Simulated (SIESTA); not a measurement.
Worked example: self-consistent single point of CdSe (P6_3mc, 4 atoms in the cell) in SIESTA.

Method of the run: GGA PBE with spin-orbit coupling, numerical atomic orbitals DZP, PseudoDojo PBE fully relativistic norm-conserving potentials (rewritten from UPF to PSML) in SIESTA.

```
CdSe
1.0
    4.32827     0.00000     0.00000
   -2.16414     3.74839     0.00000
    0.00000     0.00000     7.06077
Cd Se
2 2
Direct
  0.66667   0.33333   0.49995
  0.33333   0.66667   0.99995
  0.66667   0.33333   0.87591
  0.33333   0.66667   0.37591
```

Reference input (self-consistent single point, DFT, GGA PBE, numerical atomic orbitals DZP, PseudoDojo PBE standard norm-conserving potentials (rewritten from UPF to PSML)): XC.functional = GGA; XC.authors = PBE; potentials = PseudoDojo PBE standard; PAO.BasisSize = DZP; PAO.EnergyShift = 0.01 Ry; MeshCutoff = 300 Ry; kgrid.MonkhorstPack = 5 5 3; OccupationFunction = FD; ElectronicTemperature = 116.05 K; MaxSCFIterations = 150; SCF.Mixer.Method = Pulay; SCF.Mixer.Weight = 0.1. This run's input differs from it in these lines:

```diff
@@ -1,2 +1,2 @@
-# files in the folder: Cd.psml Se.psml (PseudoDojo PBE standard)
+# files in the folder: Cd.psml Se.psml (PseudoDojo PBE fully relativistic)
 SystemName  CdSe
@@ -36,2 +36,9 @@
 ElectronicTemperature        116.05 K
+Spin                         spin-orbit
+%block DM.InitSpin
+  1 0.00 0.00 0.00
+  2 0.00 0.00 0.00
+  3 0.00 0.00 0.00
+  4 0.00 0.00 0.00
+%endblock DM.InitSpin
```

Output (repeated stretches shortened):

```
        iscf     Eharris(eV)        E_KS(eV)     FreeEng(eV)     dDmax    Ef(eV) dHmax(eV)
   scf:    1   -16115.937274   -16127.652300   -16127.652300  0.709913 -3.330553 12.307642
     spin moment: {S} , |S| = {   -0.00000    0.00000    0.00000 }     0.00000
   scf:    2   -16132.374974   -16130.110238   -16130.110238  0.047230 -3.184580  9.232882
     spin moment: {S} , |S| = {   -0.00000    0.00000    0.00000 }     0.00000
   scf:    3   -16134.507962   -16133.052564   -16133.052564  0.137224 -3.377936  0.889487
     spin moment: {S} , |S| = {    0.00000    0.00000   -0.00000 }     0.00000
   [... lines left out ...]
     spin moment: {S} , |S| = {   -0.00000   -0.00000   -0.00000 }     0.00000
   scf:   10   -16133.070712   -16133.070755   -16133.070755  0.000093 -3.665512  0.000915
     spin moment: {S} , |S| = {    0.00000    0.00000   -0.00000 }     0.00000
mix: Pulay -- inversion failed, > SVD [rank/size] 4 / 7
   scf:   11   -16133.070762   -16133.070755   -16133.070755  0.000017 -3.665732  0.000022
     spin moment: {S} , |S| = {    0.00000    0.00000    0.00000 }     0.00000
   scf:   12   -16133.070754   -16133.070755   -16133.070755  0.000002 -3.665727  0.000020
     spin moment: {S} , |S| = {   -0.00000   -0.00000    0.00000 }     0.00000
SCF Convergence by DM+H criterion
max |DM_out - DM_in|         :     0.0000015641
max |H_out - H_in|      (eV) :     0.0000198895
SCF cycle converged after 12 iterations

Using DM_out to compute the final energy and forces

siesta: E_KS(eV) =           -16133.0708

siesta: E_KS - E_eggbox =    -16133.0708

siesta: Atomic forces (eV/Ang):
     1    0.000109   -0.000062    0.010577
     2   -0.000109    0.000062    0.010576
     3    0.000141   -0.000081    0.009880
     4   -0.000140    0.000081    0.009880
   Tot    0.000000   -0.000000    0.040913
   Max    0.010577
   Res    0.005909    sqrt( Sum f_i^2 / 3N )
   Max    0.010577    constrained

Stress tensor Voigt[x,y,z,yz,xz,xy] (kbar):       -9.77       -9.02       -8.70       -0.00       -0.00        0.65
(Free)E + p*V (eV/cell)   -16132.4156
   [... lines left out ...]
siesta: FreeEng =    -16133.070755
   [... lines left out ...]
siesta:    -0.006100    0.000408   -0.000000
siesta:     0.000408   -0.005628    0.000000
siesta:    -0.000000   -0.000000   -0.005430

siesta: Cell volume =        114.554363 Ang**3

siesta: Pressure (static):
siesta:                Solid            Molecule  Units
siesta:           0.00006229          0.00006225  Ry/Bohr**3
siesta:           0.00571916          0.00571530  eV/Ang**3
siesta:           9.16310969          9.15691728  kBar
```

The run converged in 12 iterations. Against the reference run the pressure goes from 1.08 to 0.92 GPa, the largest force moves little (0.010 to 0.011 eV/Å) and the gap on the mesh goes from 0.862 to 0.744 eV. The full log also holds: “initDM: WARNING: atom 1 has a closed-shell and cannot be polarized”. The full log also holds: “initDM: WARNING: atom 2 has a closed-shell and cannot be polarized”.

The starting cell comes from a database of computed structures (which also holds hypothetical and non-ambient phases and stackings), without a prior relaxation at this level. Its lattice was rescaled by a random factor within 2.5 % of one. Values carry the incompleteness of an atom-centred basis.

Cost on one core of a shared machine: roughly 30 s.
